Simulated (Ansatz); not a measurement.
Consider WC (space group P-6m2, No. 187; a = 2.9122 Å, c = 2.8362 Å). Axes: x lies along a and z along c of the hexagonal cell.

The values are results of plane-wave PAW DFT at the r2SCAN level (Ansatz, a program for electronic structure, 500 eV), spin-orbit coupling left out, not measurements.

Strains are applied to the cell and any free atomic positions relax; under biaxial strain the out-of-plane vector relaxes too; under stress the whole cell relaxes.

One change was made to it. Results:

The volume per atom drops by 0.70 Å³ (10.42 Å³ → 9.72 Å³); the band gap is still zero.

Which of these changes matches the shifts?
A. uniaxial strain ε_yy = −0.49 %
B. uniaxial stress, 0.5 GPa compression along x
C. biaxial strain −4.18 %, plane normal [001], relaxed out of plane
D. biaxial strain −1.64 %, plane normal [001], relaxed out of plane
E. biaxial strain +3.91 %, plane normal [001], relaxed out of plane

C, biaxial strain −4.18 %, plane normal [001], relaxed out of plane. For comparison, the volume per atom in the other runs: biaxial strain −1.64 %, plane normal [001], relaxed out of plane gives 10.14 Å³; biaxial strain +3.91 %, plane normal [001], relaxed out of plane gives 11.10 Å³; uniaxial stress, 0.5 GPa compression along x gives 10.41 Å³; uniaxial strain ε_yy = −0.49 % gives 10.36 Å³.

Without a gap, meshes like the base's 18×18×16 leave anisotropic stresses uncertain by several tenths of a GPa, and small strain energies with them. Beyond what the load breaks, stability against distortions was not tested. All final runs are without spin polarisation.
